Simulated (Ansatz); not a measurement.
Ansatz (an electronic-structure program) run on In2Ni3Se2 (R3m, 7 atoms in the cell): self-consistent single point.

Level of theory: LDA (PW92), default PAW files made with PBE (plane waves; Ansatz).

The change in words: lattice scaled by 0.98; basis.ecutwfc: 30.9 Ry → 74.2 Ry. Reference geometry:
```
In2Ni3Se2
1.0
    2.72363     1.57249     4.74104
   -2.72363     1.57249     4.74104
    0.00000    -3.14498     4.74104
In Ni Se
2 3 2
Cartesian
  0.00000   0.00000   0.04999
  0.00000   0.00000   7.11157
  0.00000  -1.57249   2.37052
  1.36182   0.78625   2.37052
 -1.36182   0.78625   2.37052
  0.00000   0.00000   4.02216
  0.00000   0.00000  10.20097
```

Reference input (self-consistent single point, DFT, LDA (PW92), plane waves, default PAW files made with PBE): basis.ecutwfc = 30.9 Ry; kpoints.mp_grid.grid = 4 4 4; hamiltonian.xc = lda; hamiltonian.pseudopotentials = {kind: paw} (the program's default PAW files); scf.occupations.method = fermi_dirac; scf.occupations.width = 0.0073 Ry. This run's input differs from it in these lines:

Ansatz 0.2 input:
```diff
@@ -2,5 +2,5 @@
   lattice:
-    - [2.72363500, 1.57249100, 4.74104400]
-    - [-2.72363500, 1.57249100, 4.74104400]
-    - [0.00000000, -3.14498400, 4.74104400]
+    - [2.66916200, 1.54104100, 4.64622300]
+    - [-2.66916200, 1.54104100, 4.64622300]
+    - [0.00000000, -3.08208400, 4.64622300]
   atoms:
@@ -14,3 +14,3 @@
 basis:
-  ecutwfc: 30.9 Ry
+  ecutwfc: 74.2 Ry
 kpoints:
```

Output (repeated stretches shortened):

```
SCF iter   1: F=—  HF=-39003.635710 eV  |F-HF|=—  |Δ(HF+E_count)|=         —  Δρ=1.69e-2  dr2=1.70e-1  ethr=1.77e-3  ⟨swp⟩=5.8  Hψ=3210  notcnv=0  defer=20
all-band conjugate gradients solve this SCF's bands
preconditioner: auto → Kerker (q_TF=auto, 2.718 Å⁻¹)
SCF iter   2: F=—  HF=-39003.608667 eV  |F-HF|=—  |Δ(HF+E_count)|=   2.70e-2  Δρ=5.33e-3  dr2=1.88e-2  ethr=1.52e-4  ⟨swp⟩=2.3  Hψ=1381  notcnv=0  defer=43
   [... lines left out ...]
SCF iter   6: F=—  HF=-39003.603995 eV  |F-HF|=—  |Δ(HF+E_count)|=   5.65e-5  Δρ=6.54e-5  dr2=7.55e-6  ethr=1.33e-7  ⟨swp⟩=2.0  Hψ=1409  notcnv=0  defer=43
SCF iter   7: F=—  HF=-39003.604033 eV  |F-HF|=—  |Δ(HF+E_count)|=   3.77e-5  Δρ=3.14e-5  dr2=1.63e-6  ethr=6.74e-9  ⟨swp⟩=2.0  Hψ=1416  notcnv=0  defer=43
SCF iter   8: F=—  HF=-39003.604032 eV  |F-HF|=—  |Δ(HF+E_count)|=   2.00e-7  Δρ=1.07e-5  dr2=1.59e-7  ethr=1.45e-9  ⟨swp⟩=2.3  Hψ=1258  notcnv=0  defer=43
SCF iter   9: F=-39003.604032 eV  HF=-39003.604032 eV  |F-HF|=3.96e-8  |Δ(HF+E_count)|=   8.83e-9  Δρ=5.79e-6  dr2=5.37e-8  ethr=8.93e-11  ⟨swp⟩=9.3  Hψ=3932  notcnv=0
SCF 1 converged in 9 iterations: F = -39003.604032 eV  dr2 = 5.37e-8
Free energy (F): -39003.604032 eV
Internal energy: -39003.495082 eV  (E = F + TS)
E sigma→0 (E₀):  -39003.549557 eV
Entropy (-TS):   -0.108950 eV (-15.564 meV/atom)
Fermi energy:    13.918035 eV
--- Forces (eV/Å), atoms counted from 1 ---
  atom   1  In     0.00000000     0.00000002    -0.23379808
  atom   2  In     0.00000000    -0.00000000     0.01731410
  atom   3  Ni     0.00000000    -0.03281704     0.05839710
  atom   4  Ni     0.02842039     0.01640852     0.05839711
  atom   5  Ni    -0.02842039     0.01640852     0.05839711
  atom   6  Se    -0.00000000    -0.00000002     0.34237084
  atom   7  Se     0.00000000     0.00000002    -0.30106929
--- Stress (GPa, compression-positive) ---
       -1.248124       0.000000      -0.000000
        0.000000      -1.248124      -0.000000
       -0.000000      -0.000000      -0.189522
  P = ⅓ Tr σ = -0.8953 GPa (-8.953 kbar)
  The stress holds the Pulay correction. Without it, at fixed plane waves, as pw.x and ABINIT print it: P = -0.8963 GPa
```

The run converged in 9 iterations. Against the reference run the free energy falls by 28.9 meV/atom, the pressure goes from -7.00 to -0.90 GPa and the largest force goes from 0.475 to 0.342 eV/Å.

The starting cell comes from a database of computed structures (which also holds hypothetical and non-ambient phases and stackings), without a prior relaxation at this level. Its lattice was rescaled by up to half a per cent. One atom was moved a little off its site on purpose. For this run, on top of that: lattice scaled by 0.98. Spin polarisation is off, so a magnetic state, if there is one, cannot be reached. Ansatz's pressure includes its estimate of the finite-basis (Pulay) stress.
